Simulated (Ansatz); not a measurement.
For AlRu in the CsCl type structure at 275 K, quasi-harmonic approximation with r2SCAN in Ansatz (a program for electronic structure) gives a volume expansion coefficient α_V = 23.90 × 10⁻⁶ K⁻¹, an isothermal bulk modulus B_T = 213.4 GPa, a molar volume V_m = 16.096 cm³/mol and C_V = 44.42 J/(mol K). The cell was generated from a structure type, relaxed within its symmetry, and need not be the phase found at ambient conditions.

Question: Work out the Grüneisen parameter, C_P and the adiabatic bulk modulus.

Answer: γ = α_V B_T V_m / C_V = 1.85. C_P − C_V = α_V² B_T V_m T = 0.54 J/(mol K), so C_P = 44.96 J/(mol K). B_S = B_T C_P/C_V = B_T (1 + α_V γ T) = 216.0 GPa.
